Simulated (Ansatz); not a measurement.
Stackings of antimonene on antimonene

Shifts are of the upper layer in fractions of its own cell; each row is held in its registry by symmetry or ends near it. The vacuum step is the top level less the bottom one. Sheets (antimonene a predicted or substrate-bound sheet, here free).

Levels used, each named beside its values: PBE+D3(BJ) (plane waves to 420 eV, PAW; Ansatz, a program for electronic structure); PBE (plane waves to 420 eV, PAW; Ansatz); r2SCAN (plane waves to 500 eV, PAW; Ansatz). Geometries and values that name no level are of the first. Scalar-relativistic, without spin–orbit coupling; with elements this heavy it can move edges by tenths of an eV. A dipole correction is on.

| registry and contact | space group | spacing (Å) | energy over the lowest (meV/Å²) | vacuum step (eV) | PBE gap (eV) |
|---|---|---|---|---|---|
| antiparallel, shifted by (1/3,2/3); facing atoms over hollows or bridges | P3m1 | 2.72 | 0.0 | -0.13 | 0.26 |
| parallel, no shift; facing atoms over hollows or bridges | P-3m1 | 2.98 | 3.4 | 0.00 | 0.22 |
| parallel, shifted by (1/3,2/3); facing Sb atop Sb | P-3m1 | [?] | [?] | 0.00 | 0.88 |
| parallel, shifted by (2/3,1/3); facing atoms over hollows or bridges | P-3m1 | 2.44 | 0.0 | 0.00 | 0.15 |

### Question
Complete the blanks.

### Answer

- parallel, shifted by (1/3,2/3); facing Sb atop Sb, energy over the lowest (meV/Å²): 15.6
- parallel, shifted by (1/3,2/3); facing Sb atop Sb, spacing (Å): 3.97
